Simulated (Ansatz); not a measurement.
Levels about the gap of amorphous Si24O49Mg (74 atoms in a cell of 1111 Å³, 2.22 g/cm³; zone centre alone, so wide bands show as single levels with stretches between that a denser mesh fills), at the geometry that PBE relaxed, where it gives 0.8 GPa on a denser mesh. The participation number counts the atoms over which a state spreads; weights are charges in smoothed Voronoi cells. The levels come from a single point, so bond lengths are those of that geometry. Method of the levels: PBE, scalar-relativistic without spin-orbit coupling (Ansatz, an electronic-structure program). Sampling: the zone centre alone; Fermi-Dirac width 0.02 eV; no spin polarisation. At PBE the levels at the filled edge of the gap are localised (band-tail or defect states), and the nearest spread-out levels lie 5.2 eV apart at the zone centre.

Preparation: random packing, a CHGNet melt and quench, and a DFT relaxation. O atoms were pushed apart under 1.9 Å during the dynamics, to hinder bonds among them. The hot cell started wider than the set density and was brought back towards it in steps. It is the lowest in DFT energy of 2 quenches. It is a model cell: composition and starting density were chosen by hand, and all elements were melted together. No dispersion term was used. Its density started from a set value of 2.22 and ended at 2.22 g/cm³. Cooling (nominally 480 K/ps over its main leg) ran many orders faster than in experiment, which tends to leave more defects and strain. Values belong to this one cell and scatter from quench to quench. The volume was held where the preparation left it and the shape relaxed, at a PBE pressure of 0.8 GPa. Stress components on the final sampling reach 0.8 GPa.

| E - E(highest filled), eV | filling | participation number | largest on | weight O | weight Si | weight Mg |
|---|---|---|---|---|---|---|
| -0.77 | filled | 12.4 | O, 2 neighbours | 0.96 | 0.04 | 0.00 |
| -0.70 | filled | 15.1 | O, 2 neighbours | 0.96 | 0.04 | 0.00 |
| -0.66 | filled | 7.0 | O, 2 neighbours | 0.96 | 0.04 | 0.00 |
| -0.57 | filled | 5.0 | O, 2 neighbours | 0.93 | 0.04 | 0.03 |
| -0.36 | filled | 2.9 | O, 2 neighbours | 0.94 | 0.04 | 0.02 |
| -0.03 | filled | 2.6 | O, 2 neighbours | 0.95 | 0.04 | 0.02 |
| 0.00 | filled | 3.4 | O, 2 neighbours | 0.95 | 0.04 | 0.02 |
| 4.53 | empty | 58.6 | Mg, 4 neighbours | 0.70 | 0.25 | 0.05 |
| 5.98 | empty | 39.9 | Mg, 4 neighbours | 0.65 | 0.28 | 0.08 |
| 6.23 | empty | 30.9 | Mg, 4 neighbours | 0.64 | 0.26 | 0.10 |
| 6.34 | empty | 37.7 | O, 2 neighbours | 0.68 | 0.30 | 0.02 |
| 6.59 | empty | 40.3 | O, 2 neighbours | 0.71 | 0.28 | 0.01 |
| 6.62 | empty | 41.1 | O, 2 neighbours | 0.72 | 0.28 | 0.00 |
| 6.70 | empty | 45.5 | Mg, 4 neighbours | 0.72 | 0.23 | 0.05 |

Most localised among these is the filled level at -0.03 eV, on a O atom, which has 2 neighbours (Si 1.57 Å, Mg 1.82 Å).
